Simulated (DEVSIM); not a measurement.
Device: InP/In0.53Ga0.47As p-n heterojunction, at 250 K.

Layer 1 from the left is InP, thickness (μm) 1.40, Na (cm⁻³) 1e16, τn (s) 2.6e-9, τp (s) 2.6e-9. Layer 2 from the left is In0.53Ga0.47As, thickness (μm) 1.20, Nd (cm⁻³) 5.1e15, τn (s) 2.6e-9, τp (s) 2.6e-9.

Left contact: ohmic. Right contact: ohmic. Voltage is applied to the left contact. Recombination: SRH at mid-gap, radiative. Mobility is constant in doping.

The device is made up for the run: typed textbook-type constants, with dimensions and the other settings drawn at random. Values at 300 K; Nc and Nv go as T^1.5, mobilities as T to minus their exponent, the gap by Varshni's rule with the affinity fixed.

InP: gap (eV) 1.344, affinity (eV) 4.38, permittivity 12.5, Nc (cm⁻³) 5.7e17, Nv (cm⁻³) 1.1e19, μn (cm²/Vs) 5200, μp (cm²/Vs) 170, T exponent of μn 2, T exponent of μp 2, B (cm³/s) 1.2e-10, Varshni α (eV/K) 0.000363, Varshni β (K) 162. In0.53Ga0.47As: gap (eV) 0.74, affinity (eV) 4.51, permittivity 13.9, Nc (cm⁻³) 2.1e17, Nv (cm⁻³) 7.7e18, μn (cm²/Vs) 12000, μp (cm²/Vs) 300, T exponent of μn 1.6, T exponent of μp 1.6, B (cm³/s) 9.6e-11, Varshni α (eV/K) 0.00035, Varshni β (K) 190.

Model (solved in DEVSIM): 1D drift-diffusion, Boltzmann statistics, complete ionisation; no tunnelling, impact ionisation, image-force lowering or self-heating. Band offsets follow the typed affinities; no thermionic-emission limit at abrupt steps, no polarisation charge.

### Question
What does the simulation give for the largest field in the device at zero bias, the dark forward voltage at 1 A/cm², the dark forward voltage at 100 A/cm²?

### Answer
largest field in the device at zero bias 35000 V/cm; dark forward voltage at 1 A/cm² 0.673 V; dark forward voltage at 100 A/cm² 0.944 V.
